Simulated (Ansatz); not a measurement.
Start from SiC in the wurtzite structure (space group P6_3mc, No. 186; a = 3.076 Å, c = 5.048 Å).

All numbers come from Kohn–Sham DFT with the PBEsol functional, run in Ansatz (an electronic-structure program) with PAW and 420 eV plane waves, without spin-orbit coupling.

Before the change:

Smallest direct gap: 3.86 eV
Shortest interatomic distance: 1.883 Å
Band gap: 2.12 eV
Gap character: indirect, Γ → K
Density: 3.22 g/cm³

It is then changed as follows: cell and atoms relaxed at a pressure of 1.8 GPa.

How does this affect the smallest direct gap?

The smallest direct gap goes up by 0.01 eV to 3.87 eV.

Predict the new shortest interatomic distance.

The shortest interatomic distance decreases by 0.005 Å to 1.878 Å.

How does this affect the band gap?

The band gap drops by 0.01 eV, from 2.12 eV to 2.11 eV.

Predict the new gap character.

The gap character stays indirect, Γ → K.

Estimate the effect on the density.

The density grows by 0.03 g/cm³ (3.22 g/cm³ → 3.25 g/cm³).

Load acts through the strain it causes; cell and atoms are relaxed under it. Stability against distortions was not tested.
